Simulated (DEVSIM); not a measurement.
Device: illuminated InP p-on-n cell, one wavelength, at 250 K.

Layer 1 from the left is InP, thickness (μm) 0.920, Na (cm⁻³) 6.6e17, τn (s) 2.6e-10, τp (s) 7e-10, absorption coefficient (cm⁻¹) 90000. Layer 2 from the left is InP, thickness (μm) 5.20, Nd (cm⁻³) 2.6e16, τn (s) 1.1e-9, τp (s) 1.1e-9, absorption coefficient (cm⁻¹) 90000.

Left contact: ohmic, minority electron recombination velocity 900 cm/s. Right contact: ohmic, minority hole recombination velocity 80000 cm/s. Voltage is applied to the left contact. Recombination: SRH at mid-gap, radiative, Auger. Light enters at the left, 6.9e17 photons cm⁻² s⁻¹, one pass, no reflection. Mobility is constant in doping.

Constants are typed, rounded textbook-type inputs, not results; the design itself was drawn at random and stands for no fabricated device. Values at 300 K; Nc and Nv go as T^1.5, mobilities as T to minus their exponent, the gap by Varshni's rule with the affinity fixed.

InP: gap (eV) 1.344, affinity (eV) 4.38, permittivity 12.5, Nc (cm⁻³) 5.7e17, Nv (cm⁻³) 1.1e19, μn (cm²/Vs) 5200, μp (cm²/Vs) 170, T exponent of μn 2, T exponent of μp 2, B (cm³/s) 1.2e-10, Cn (cm⁶/s) 9e-31, Cp (cm⁶/s) 9e-31, Varshni α (eV/K) 0.000363, Varshni β (K) 162.

Simulated with DEVSIM: 1D drift-diffusion, Boltzmann statistics, complete ionisation; no tunnelling, impact ionisation, image-force lowering or self-heating.

### Question
What does the simulation give for the largest field in the device at zero bias, the open-circuit voltage, the share of generated pairs collected at short circuit?

### Answer
largest field in the device at zero bias 94000 V/cm; open-circuit voltage 0.979 V; share of generated pairs collected at short circuit 0.905.
